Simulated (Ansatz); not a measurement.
The reference is CaO in the rock salt structure (space group Fm-3m, No. 225).

```xyz
2
Lattice="0.0000 2.3836 2.3836 2.3836 0.0000 2.3836 2.3836 2.3836 0.0000" Properties=species:S:1:pos:R:3 pbc="T T T"
Ca     0.0000     0.0000     0.0000
O      2.3836     2.3836     2.3836
```

Cartesian axes are those of the cell as printed.

Level of theory: Kohn–Sham DFT with the PBEsol functional, run in Ansatz (an electronic-structure program) with PAW and 420 eV plane waves, no spin-orbit coupling.

Before the change:

```
Property                            Result
---------------------  -------------------
Band gap                           3.54 eV
Valence-band top at Γ  0.00, 0.00, 0.00 eV
```

Perturbation: biaxial strain +1.00 %, plane normal [001], relaxed out of plane (Cartesian); in-plane vectors clamped, the third vector and the atoms free.

Q: How does this affect the band gap and valence-band top at Γ?

A: The band gap decreases by 0.05 eV (3.54 eV → 3.49 eV); the valence-band top at Γ (three highest levels, from the VBM) changes from 0.00, 0.00, 0.00 eV to 0.00, -0.04, -0.04 eV.

Stability against distortions was not tested.
